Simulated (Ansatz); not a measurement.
Migration barriers of interstitials in nitrides: PBE bands (Ansatz, a quantum-chemistry and plane-wave program, plane waves to 420 eV, PAW, climbing-image NEB) beside r2SCAN single points (500 eV) at the PBE geometries. Forward barriers of single hops from the lowest site run, static nuclei, no finite-size correction. The rows are a random draw from the bands that converged and passed our checks of state and shape. Saddle orders were checked for a part of the study's bands only and are not shown. Charge states are imposed.

```tsv
Defect	Route	Hop (Å), direction in the unit cell	End over start, densest mesh run (eV)	Cell and PBE mesh	r2SCAN k-points	PBE (eV)
interstitial Mg in wurtzite AlN, charge +2	Mg moves farthest	1.89 along (0.62, 0.25, 0.16)	1.03	72 sites, Γ	same mesh	2.00
interstitial Na in wurtzite GaN, charge +1	Na moves farthest	2.62 along (0.00, 0.00, 0.50)	0.00	72 sites, one k-point at (0.125, 0.250, 0.250)	same mesh	2.40
interstitial Mg in wurtzite GaN, charge +2	Mg moves farthest	2.61 along (0.00, 0.00, -0.50)	0.00	72 sites, one k-point at (0.125, 0.250, 0.250)	same mesh	2.04
interstitial N in beta Si3N4, charge -1	N moves farthest	0.96 along (0.03, -0.10, 0.14)	0.12	84 sites, Γ	same mesh	0.28
interstitial Zn in wurtzite GaN, charge +2	Zn moves farthest	2.61 along (0.00, 0.00, -0.50)	0.00	72 sites, one k-point at (0.125, 0.250, 0.250)	same mesh	1.27
interstitial Cu in wurtzite GaN, charge +1	Cu moves farthest	1.76 along (0.00, 0.52, -0.10)	0.52	72 sites, one k-point at (0.125, 0.250, 0.250)	same mesh	0.60
interstitial Si in wurtzite AlN, charge +2	Si moves farthest	2.50 along (0.00, 0.01, 0.50)	0.00	72 sites, Γ	same mesh	2.48
interstitial K in beta Si3N4, charge +1	K moves farthest	1.46 along (0.00, 0.00, 0.50)	0.00	84 sites, Γ	same mesh	0.11
```

What does r2SCAN give for each row, and how does it differ from PBE over these rows?

In the order of the rows: 2.14, 2.48, 2.09, 0.27, 1.29, 0.56, 2.67, 0.11 eV. Against PBE it lies higher in 4 of 8 rows and lower in 1 (differences over 0.03 eV). The mean difference is +0.05 eV (median +0.03) and the mean size 0.07 eV; the largest, +0.19 eV, is in row 7.
